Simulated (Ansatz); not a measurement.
## How the bulk modulus B0 of Nb₂AlB₂ (model structure, started from the Ti2InB2 type, P-6m2, No. 187, 5 atoms in the cell) moves with the method

No measured value is used here.

```
level (code)     value (GPa)  cell (Å³/atom)
---------------  -----------  --------------
LDA (Ansatz)             199           12.27
PBE (Ansatz)             182           12.79
PBEsol (Ansatz)          191           12.52
r²SCAN (Ansatz)          191           12.68
```

LDA, PBE, PBEsol, r²SCAN: the run has no spin polarisation, so it can have missed a magnetic state. LDA, PBE, PBEsol, r²SCAN: the bulk modulus is −V dP/dV from two relaxed cells at ±2 % in volume. Each level is taken at its own relaxed cell. Cutoffs differ between the levels. Ansatz's density-functional and Hartree–Fock values are scalar-relativistic unless marked +SOC, with PAW data made under PBE.

A model structure was made by putting elements into a prototype or built by hand; it is no filed structure, need not be a known phase, and can be a saddle point held by its symmetry.

Ansatz is a program for electronic structure.
